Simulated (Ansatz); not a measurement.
Take TlBiS2 (space group R-3m, No. 166; a = 4.0853 Å, c = 21.6959 Å (hexagonal axes)) as the base.

All numbers come from Ansatz (a first-principles code) PBEsol, spin-orbit coupling left out.

Strains are applied to the cell and any free atomic positions relax.

One change was made to it. Results:

| quantity | base | after |
|---|---|---|
| largest internal atomic displacement | – | 0.061 Å |
| energy relative to the base (free energy F) | 0 meV/atom | +35 meV/atom |
| band gap | 0.15 eV | zero |
| pressure (mean of the normal stresses, compression positive) | 0.0 GPa | 5.3 GPa |

Question: Which change produced these results?
A) isotropic strain −3.00 %
B) isotropic strain −2.40 %
C) isotropic strain −1.20 %

Answer: A, isotropic strain −3.00 %. For comparison, the energy relative to the base in the other runs: isotropic strain −1.20 % gives +5.3 meV/atom; isotropic strain −2.40 % gives +22 meV/atom.

A case with no gap was solved on a k-mesh chosen for an insulator, which is coarse for it. With Bi and Tl present, leaving out spin-orbit coupling can change the band edges. Whether these cells are dynamically stable was not tested. All final runs are without spin polarisation. Gaps under 0.05 eV, about the width of the smearing, are given as zero. The zero or small gap of TlBiS2 can change with the level of theory.
